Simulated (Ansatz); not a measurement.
# Effect of uniaxial strain ε_xx = +0.29 % on Pt

The parent structure is Pt in the fcc (Cu type) structure (space group Fm-3m, No. 225; a = 3.942 Å; relaxed with 0.1 eV smearing). Axes: x, y, z lie along the cube axes.

Perturbation: the cell is stretched by 0.29 % along x with no lateral relaxation, atoms relaxed at fixed cell.

Level of theory: Ansatz (a first-principles code) r2SCAN, no spin-orbit coupling, earlier PAW set. Γ-centred 29×29×29 mesh, Fermi–Dirac width 0.1 eV.

The volume per atom rises by 0.04 Å³, from 15.31 Å³ to 15.35 Å³ and the shortest interatomic distance remains 2.787 Å. The energy hardly moves and the band gap remains zero. The stress (xx, yy, zz, yz, xz, xy; compression positive) amounts to (-1.0, -0.7, -0.7, 0.0, 0.0, 0.0) GPa.

Final structure:

```
Pt
1.0
    0.00000     1.97076     1.97076
    1.97647     0.00000     1.97076
    1.97647     1.97076     0.00000
Pt
1
Direct
  0.00000   0.00000   0.00000
```

Stability against distortions was not tested. All final runs are without spin polarisation.
